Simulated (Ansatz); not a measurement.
Take PbSe in the rock salt structure (space group Fm-3m, No. 225; a = 6.178 Å) as the base. Axes: x, y, z lie along the cube axes.

The values are results of r2SCAN (Ansatz, a quantum-chemistry and plane-wave program, PAW, no SOC), not measurements.

For the base:

- Band gap: 0.67 eV

The change: the cell is compressed by 4.33 % along y with no lateral relaxation; the atoms relax in the strained cell.

Predict the new band gap and energy relative to the base.

The band gap shrinks by 0.22 eV, from 0.67 eV to 0.45 eV; the energy grows by 27 meV/atom.

With Pb present, leaving out spin-orbit coupling can change the band edges. Whether these cells are dynamically stable was not tested.
